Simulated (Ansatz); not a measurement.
# Response to strain in BeS

The reference is BeS in the zinc blende structure (space group F-43m, No. 216).

```
CELL_PARAMETERS angstrom
      0.00000     2.41904     2.41904
      2.41904     0.00000     2.41904
      2.41904     2.41904     0.00000
ATOMIC_POSITIONS crystal
  Be 0.00000 0.00000 0.00000
  S  0.25000 0.25000 0.25000
```

Strains are applied to the cell and any free atomic positions relax.

Computed with PBEsol in Ansatz (plane waves to 420 eV, PAW, no spin-orbit coupling).

Candidates:
(a) isotropic strain +2.00 %
(b) isotropic strain +1.50 %
(c) isotropic strain −1.00 %
(d) isotropic strain −1.50 %

Notes on the quantities. energy relative to the base: free energy F.

**Question.** Order them by energy relative to the base, highest first.

**Answer.** (a) isotropic strain +2.00 % (+15 meV/atom), (d) isotropic strain −1.50 % (+9.0 meV/atom), (b) isotropic strain +1.50 % (+8.4 meV/atom), (c) isotropic strain −1.00 % (+4.0 meV/atom)

Stability against distortions was not tested.

Ansatz is a quantum-chemistry and plane-wave program.
